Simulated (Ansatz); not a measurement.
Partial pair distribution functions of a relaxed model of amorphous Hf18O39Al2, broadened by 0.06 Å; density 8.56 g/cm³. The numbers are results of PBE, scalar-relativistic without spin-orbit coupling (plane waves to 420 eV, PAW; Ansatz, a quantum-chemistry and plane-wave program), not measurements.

A CHGNet melt-quench gave the starting glass, which DFT then relaxed. O atoms were pushed apart under 1.9 Å during the dynamics, to hinder bonds among them. The hot cell started wider than the set density and was brought back towards it in steps. It is the lowest in DFT energy of 2 quenches. It is a model cell: composition and starting density were chosen by hand, and all elements were melted together. No dispersion term was used. Its density started from a set value of 8.56 and ended at 8.56 g/cm³. The simulated quench (nominally 380 K/ps over its main leg) is rapid and tends to freeze in more defects than a deposited or slowly cooled glass has. A cell of this size samples the disorder only roughly. The volume was held where the preparation left it, at a PBE pressure of -1.1 GPa (tension). Stress components on the final sampling reach 2.0 GPa. On a 2×2×2 Γ-centred mesh force components of up to 0.13 eV/Å stay, since the relaxation ran on the zone centre alone.

```csv
r (Å),g Hf-O,g O-Al,g Hf-Hf,g O-O
1.55,0.00,0.01,0.00,0.00
1.65,0.00,1.04,0.00,0.00
1.75,0.00,7.52,0.00,0.00
1.85,0.10,7.60,0.00,0.00
1.95,1.83,3.51,0.00,0.00
2.05,6.76,0.95,0.00,0.00
2.15,7.26,0.02,0.00,0.00
2.25,3.46,0.00,0.00,0.01
2.35,1.22,0.00,0.00,0.22
2.45,0.58,0.00,0.00,0.83
2.55,0.28,0.00,0.00,2.00
2.65,0.06,0.00,0.00,2.74
2.75,0.00,0.00,0.00,1.76
2.85,0.05,0.01,0.00,2.15
2.95,0.27,0.29,0.06,2.54
3.05,0.22,1.36,0.55,1.68
3.15,0.18,1.22,1.22,1.53
3.25,0.27,0.48,2.26,1.30
3.35,0.36,1.37,3.44,0.98
3.45,0.61,1.10,3.10,0.83
3.55,0.64,0.60,2.44,0.66
3.65,0.79,0.62,1.98,0.46
3.75,1.13,0.65,1.84,0.63
3.85,1.19,0.88,1.47,0.72
3.95,1.25,0.66,1.82,0.77
4.05,1.03,2.29,1.28,0.85
4.15,1.02,3.47,0.71,1.21
4.25,1.20,1.79,0.66,1.06
4.35,1.25,0.79,0.48,0.60
4.45,1.35,1.04,0.46,0.60
4.55,1.35,1.54,0.58,0.63
```

Within 2.68 Å each Hf has 6.44 O neighbours on average.
